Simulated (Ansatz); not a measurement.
System: fluorite HfO₂ (high-temperature phase). Method: HSE06 (PAW; Ansatz, a quantum-chemistry and plane-wave program).

Settings: plane-wave cutoff 460 eV, 8×8×8 k mesh, Fermi–Dirac smearing 0.01 eV, scalar-relativistic PAW data made under PBE.

The cell is scaled about its equilibrium volume:

```json
[
 {"V (Å³/atom)": "10.232", "P (GPa)": "15.46", "direct gap at Γ (eV)": "6.406", "smallest gap on the k mesh (eV)": "5.560"},
 {"V (Å³/atom)": "10.502", "P (GPa)": "7.22", "direct gap at Γ (eV)": "6.331", "smallest gap on the k mesh (eV)": "5.487"},
 {"V (Å³/atom)": "10.744", "P (GPa)": "0.67", "direct gap at Γ (eV)": "6.262", "smallest gap on the k mesh (eV)": "5.421"},
 {"V (Å³/atom)": "11.040", "P (GPa)": "-6.38", "direct gap at Γ (eV)": "6.178", "smallest gap on the k mesh (eV)": "5.342"},
 {"V (Å³/atom)": "11.309", "P (GPa)": "-11.98", "direct gap at Γ (eV)": "6.100", "smallest gap on the k mesh (eV)": "5.270"}
]
```

The fundamental gap (5.41 eV at the equilibrium volume, on the SCF mesh) lies elsewhere than Γ–Γ.

Note: symmetry holds this phase in the static calculation, where it need not be a minimum; held by symmetry at 0 K, a high-temperature phase can be a saddle point.

Spin–orbit coupling is not included.
